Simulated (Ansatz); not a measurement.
The starting structures come from a database of crystals and need not be the phases stable at ambient conditions.

```yaml
crystal:
  lattice:
    - [6.77820, 0.00000, 0.00000]
    - [0.59631, 6.75192, 0.00000]
    - [1.20956, 1.10744, 5.16735]
  atoms:
    - { symbol: Na, position: [0.30026, 0.69974, 0.25000] }
    - { symbol: Na, position: [0.69974, 0.30026, 0.75000] }
    - { symbol: Sc, position: [0.89443, 0.10557, 0.25000] }
    - { symbol: Sc, position: [0.10557, 0.89443, 0.75000] }
    - { symbol: Si, position: [0.37710, 0.20374, 0.25525] }
    - { symbol: Si, position: [0.62290, 0.79626, 0.74475] }
    - { symbol: Si, position: [0.79626, 0.62290, 0.24475] }
    - { symbol: Si, position: [0.20374, 0.37710, 0.75525] }
    - { symbol: O, position: [0.35324, 0.34520, 0.47578] }
    - { symbol: O, position: [0.64676, 0.65480, 0.52422] }
    - { symbol: O, position: [0.65480, 0.64676, 0.02422] }
    - { symbol: O, position: [0.34520, 0.35324, 0.97578] }
    - { symbol: O, position: [0.60727, 0.11357, 0.19604] }
    - { symbol: O, position: [0.39273, 0.88643, 0.80396] }
    - { symbol: O, position: [0.88643, 0.39273, 0.30396] }
    - { symbol: O, position: [0.11357, 0.60727, 0.69604] }
    - { symbol: O, position: [0.03941, 0.19701, 0.85449] }
    - { symbol: O, position: [0.96059, 0.80299, 0.14551] }
    - { symbol: O, position: [0.80299, 0.96059, 0.64551] }
    - { symbol: O, position: [0.19701, 0.03941, 0.35449] }
```

Space group of this cell: C2/c. The cell is taken as given; by PBEsol its mean pressure is -4.2 GPa.

Transport runs along the normal of the first two printed cell vectors.

The gap is the functional's own. No spin-orbit coupling. Mid-gap values are interpolated on the energy grid.

**Question.** Give the band gap and the smallest decay constant κ at mid-gap that PBEsol (Ansatz, an electronic-structure program) yields.

**Answer.** Gap 4.93 eV on a 6×6×6 mesh; κ = 0.406 1/Å, at the zone centre.
